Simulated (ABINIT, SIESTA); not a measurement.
An ABINIT input for a relaxation of cell and atoms of Sr (Fm-3m, 1 atom in the cell) (DFT, PBE, plane waves, norm-conserving pseudopotentials (PseudoDojo nc-sr-05 PBE standard)):

```
# Sr, PseudoDojo nc-sr-05 PBE standard
pp_dirpath "./"
pseudos "Sr.upf"
acell 7.9529046757 7.9529046757 7.9529046757
rprim
         0.0000000000    0.7071067812    0.7071067812
         0.7071067812   -0.0000000000    0.7071067812
         0.7071067812    0.7071067812    0.0000000000
natom 1
ntypat 1
znucl 38
typat 1
xred    0.0000000000    0.0000000000    0.0000000000
ecut 68 Ry
ixc 11
occopt 3
tsmear 0.1 eV
nband 10
kptopt 1
ngkpt 8 8 8
nshiftk 1
shiftk 0 0 0
nstep 80
tolvrs 1.0e-11
ionmov 22
ntime 40
tolmxf 2.0e-04
optcell 2
dilatmx 1.08
ecutsm 0.5
prtwf 0
prtden 0
enunit 1
```

Write the same calculation as an input for SIESTA.

One input that does it (others would too):

```
# files in the folder: Sr.psml (PseudoDojo PBE standard)
SystemName  Sr
SystemLabel sr

NumberOfAtoms                1
NumberOfSpecies              1
%block ChemicalSpeciesLabel
  1 38 Sr
%endblock ChemicalSpeciesLabel
LatticeConstant              4.208496 Ang
%block LatticeVectors
     0.000000000    0.707106767    0.707106767
     0.707106767    0.000000000    0.707106767
     0.707106767    0.707106767    0.000000000
%endblock LatticeVectors
AtomicCoordinatesFormat      Fractional
%block AtomicCoordinatesAndAtomicSpecies
     0.000000000    0.000000000    0.000000000  1
%endblock AtomicCoordinatesAndAtomicSpecies

XC.functional                GGA
XC.authors                   PBE
PAO.BasisSize                DZP
PAO.EnergyShift              0.01 Ry
MeshCutoff                   400 Ry
%block kgrid.MonkhorstPack
    8   0   0  0.0
    0   8   0  0.0
    0   0   8  0.0
%endblock kgrid.MonkhorstPack
OccupationFunction           FD
ElectronicTemperature        0.1 eV

MaxSCFIterations             150
SCF.Mixer.Method             Broyden
SCF.Mixer.Weight             0.1
SCF.Mixer.History            6
SCF.DM.Tolerance             1.0E-05
Diag.ParallelOverK           true
MD.TypeOfRun                 Broyden
MD.Steps                     40
MD.MaxForceTol               0.02 eV/Ang
MD.VariableCell              true
MD.MaxStressTol              0.05 GPa
WriteForces                  true
```

Basis settings and potentials, where a program has them, do not carry over. This input uses DFT, GGA PBE, numerical atomic orbitals DZP, PseudoDojo PBE standard norm-conserving potentials (rewritten from UPF to PSML).

The starting cell has typed, rounded lattice constants, without a prior relaxation at this level. Its lattice was rescaled by a random factor within 2.5 % of one.
